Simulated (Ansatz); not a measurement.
Al₃SiCN₃ (model structure, P3m1, No. 156, 8 atoms in the cell), treated with LDA (PAW; Ansatz, a program for electronic structure).

Run with plane-wave cutoff 520 eV, 24×24×6 k mesh (along the axes of the cell as run), Fermi–Dirac smearing 0.05 eV, scalar-relativistic PAW data made under PBE.

Computed at the level's own relaxed cell.

```xyz
8
Lattice="3.1021 0.0000 0.0000 -1.5510 2.6865 0.0000 0.0000 0.0000 9.9086" Properties=species:S:1:pos:R:3 pbc="T T T"
Al     1.5510     0.8955    -0.0031
N      1.5510     0.8955     1.9343
Al     0.0000     0.0000     2.4318
N      0.0000     0.0000     4.3647
Al     1.5510     0.8955     4.8591
N      1.5510     0.8955     6.8112
Si     0.0000     0.0000     7.5436
C      0.0000     0.0000     9.2602
```

**Question.** List the 22 lowest band energies at Γ above −25 eV (eV, relative to the valence band maximum), grouping those that round alike.

**Answer.** At Γ: -18.75, -17.15, -16.02, -12.87, -8.93, -5.88, -5.62, -4.79 (×2), -3.49 (×2), -2.87 (×2), -2.19, 0.00 (×2), 0.54, 2.93, 4.24, 5.39 (×2), 6.19.

Note: the relaxation could raise the start's symmetry but not lower it, so the cell can be a saddle point.

A model structure was made by putting elements into a prototype or built by hand; it is no filed structure, need not be a known phase, and can be a saddle point held by its symmetry.
